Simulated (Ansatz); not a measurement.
SnO under a change: isotropic strain +1.18 %

Take SnO in the litharge type structure (space group P4/nmm, No. 129; a = 3.837 Å, c = 4.759 Å; layered, stacked along the Cartesian z axis) as the base.

Perturbation: every lattice vector is stretched by 1.18 %; the atoms relax in the strained cell.

Method: Kohn–Sham DFT with the PBE-D3(BJ) functional, run in Ansatz (a quantum-chemistry and plane-wave program) with PAW and 420 eV plane waves, no spin-orbit coupling. k-mesh 12×12×10 (Γ-centred); smearing 0.05 eV (Fermi–Dirac).

* **Space group**: P4/nmm (No. 129) (base P4/nmm (No. 129))
* **Shortest interatomic distance**: 2.255 Å (base 2.241 Å)
* **Energy relative to the base (free energy F)**: +3.3 meV/atom
* **Pressure (mean of the normal stresses, compression positive)**: -1.6 GPa (base 0.0 GPa)
* **Band gap**: 0.27 eV (base zero)
* **Gap character**: indirect, M–Γ (87 % along) → M (base absent)
* **Largest internal atomic displacement**: 0.025 Å

Stability against distortions was not tested. All final runs are without spin polarisation. The zero or small gap of SnO can change with the level of theory.
